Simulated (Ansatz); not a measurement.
## Migration barriers: F vacancy in rutile-type MgF2, charge state +1

Defect: F vacancy in rutile-type MgF2, charge state +1. Computed with PBE, PAW (plane waves to 420 eV; Ansatz, an electronic-structure program).

72-site cell at the relaxed PBE lattice, the Γ point alone, smearing 0.01 eV, spin-restricted, no finite-size correction. Energies are static. The charge state is imposed; whether it is stable for some Fermi level was not computed. Forms of the defect that were not tried may lie lower.

Barriers: single points on a 2×2×2 k-point mesh shifted by half a step at the bands' geometries.

| Route | Start site over the lowest site run (eV) | Hop (Å) | Forward barrier (eV) | Backward barrier (eV) | Neighbours at the start | Neighbours at the saddle | Saddle order | Forward, on the band's own sampling (eV) |
|---|---|---|---|---|---|---|---|---|
| one F atom jumps into the vacancy from a nearby F site | 0.00 | 2.33 | 0.54 | 0.54 | 2 Mg at 1.96, Mg at 2.14 Å | 2 Mg at 1.81 Å | first order | 0.53 |
| one F atom jumps into the vacancy from a nearby F site | 0.00 | 2.69 | 0.71 | 0.71 | F at 2.55; Mg at 1.98, 2 Mg at 2.05 Å | Mg at 1.91, Mg at 2.29 Å | first order | 0.71 |
| one F atom jumps into the vacancy from a nearby F site | 0.00 | 3.03 | 1.17 | 1.17 | Mg at 1.99, Mg at 2.01, Mg at 2.03 Å | 2 F at 2.44; Mg at 1.89, 2 Mg at 2.30 Å | first order | 1.17 |

Paths come from climbing-image nudged elastic band runs. Of the routes that converged and passed our checks, the lowest saddle point lies 0.54 eV above the lowest of the sites run (one F atom jumps into the vacancy from a nearby F site); other sites, such as split forms, and other routes may lie lower.
